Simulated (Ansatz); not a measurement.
CoSi: pressure series

The reference is CoSi (space group P2_13, No. 198; non-magnetic).

```
CELL_PARAMETERS angstrom
      4.43111     0.00000     0.00000
      0.00000     4.43111     0.00000
      0.00000     0.00000     4.43111
ATOMIC_POSITIONS crystal
  Co 0.14502 0.14502 0.14502
  Co 0.64502 0.35498 0.85498
  Co 0.85498 0.64502 0.35498
  Co 0.35498 0.85498 0.64502
  Si 0.84316 0.84316 0.84316
  Si 0.34316 0.65684 0.15684
  Si 0.15684 0.34316 0.65684
  Si 0.65684 0.15684 0.34316
```

Cell and atoms are relaxed at each pressure.

Computed with PBE (Ansatz, a program for electronic structure), no SOC, earlier PAW set.

Notes on the quantities. enthalpy: H = E + PV relative to the base's energy.

```csv
variant,enthalpy,shortest interatomic distance
base,–,2.317 Å
pressure −2 GPa,-0.14 eV/atom,2.322 Å
pressure −1 GPa,-0.07 eV/atom,2.320 Å
pressure 1.8 GPa,+0.12 eV/atom,2.311 Å
pressure 4.2 GPa,+0.28 eV/atom,2.305 Å
pressure 9 GPa,+0.60 eV/atom,2.293 Å
pressure 18 GPa,+1.18 eV/atom,2.273 Å
pressure 30 GPa,+1.92 eV/atom,2.248 Å
pressure 45 GPa,+2.82 eV/atom,2.221 Å
pressure 60 GPa,+3.69 eV/atom,2.197 Å
```

Load acts through the strain it causes; cell and atoms are relaxed under it. Stability against distortions was not tested. Competing high-pressure phases were not computed. Seeded moments were not kept for the base. All final runs are without spin polarisation.
